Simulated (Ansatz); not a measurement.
Defect: interstitial Ga in wurtzite GaN, charge state +1. Method: PBE, PAW (plane waves to 420 eV; Ansatz, a first-principles code).

72-site cell at the relaxed PBE lattice, one k-point at (0.125, 0.250, 0.250), smearing 0.01 eV, spin-restricted, no finite-size correction. Static, classical nuclei. The charge state is imposed; whether it is stable for some Fermi level was not computed. Sites that were not tried may lie lower.

Barriers: single points on a 2×2×2 k-point mesh shifted by half a step along c at the bands' geometries (they differ from the bands' own by up to 0.06 eV, and are uncertain by about as much).

The step: several atoms move together, Ga the farthest. Atoms about the jump, Cartesian Å from the middle of the jump, before and after:

| atom | x0 | y0 | z0 | x1 | y1 | z1 |
|---|---|---|---|---|---|---|
| Ga1 | -0.61 | -0.37 | 0.94 | 0.61 | 0.37 | -0.94 |
| N2 | 0.64 | -1.68 | -1.23 | 0.60 | -1.54 | -1.07 |
| N3 | 0.56 | 0.30 | 2.31 | 0.60 | 0.36 | 2.28 |
| N4 | -1.10 | 1.35 | -1.23 | -1.14 | 1.27 | -1.22 |
| Ga5 | 0.55 | 0.28 | -0.93 | 0.60 | 1.72 | 0.92 |
| Ga6 | -0.99 | -2.51 | -0.49 | -1.00 | -2.44 | -0.37 |
| Ga7 | -2.64 | 0.35 | -0.50 | -2.61 | 0.32 | -0.40 |
| Ga8 | -1.06 | 1.46 | 2.53 | -1.20 | 1.19 | 2.53 |
| Ga9 | 0.74 | -1.69 | 2.53 | 0.60 | -1.57 | 2.32 |
| N10 | -0.97 | -2.42 | 1.62 | -1.00 | -2.46 | 1.60 |
| N11 | -2.55 | 0.33 | 1.61 | -2.62 | 0.30 | 1.60 |
| Ga12 | 2.21 | -2.47 | -0.40 | 2.21 | -2.44 | -0.37 |
| Ga13 | -1.01 | 3.10 | -0.40 | -1.04 | 3.11 | -0.49 |
| N14 | -2.63 | -1.55 | -1.04 | -2.62 | -1.54 | -1.00 |
| Ga15 | 0.61 | -1.60 | -3.16 | 0.60 | -1.56 | -3.07 |
| N16 | 2.20 | 1.24 | -1.07 | 2.35 | 1.28 | -1.22 |
| Ga17 | -1.06 | 1.30 | -3.16 | -1.08 | 1.27 | -3.16 |
| Ga18 | 2.23 | 1.27 | 2.32 | 2.41 | 1.20 | 2.53 |
| N19 | 0.59 | 0.32 | -3.65 | 0.60 | 0.33 | -3.64 |

Question: Predict the transition state.

Answer: 
```csv
atom,x,y,z
Ga1,0.07,-0.01,-0.08
N2,0.63,-1.54,-1.01
N3,0.46,0.16,1.85
N4,-1.25,1.17,-1.04
Ga5,1.13,1.88,-0.23
Ga6,-0.98,-2.41,-0.34
Ga7,-2.77,0.25,-0.34
Ga8,-1.11,1.21,2.36
Ga9,0.57,-1.67,2.40
N10,-1.05,-2.51,1.62
N11,-2.69,0.27,1.63
Ga12,2.22,-2.46,-0.33
Ga13,-1.10,3.04,-0.32
N14,-2.64,-1.61,-1.00
Ga15,0.61,-1.50,-2.99
N16,2.70,1.66,-1.22
Ga17,-1.05,1.21,-2.99
Ga18,2.15,1.17,2.29
N19,0.62,0.36,-3.60
```
It lies 1.42 eV above the start and 1.42 eV above the end. The saddle point's order was not checked.
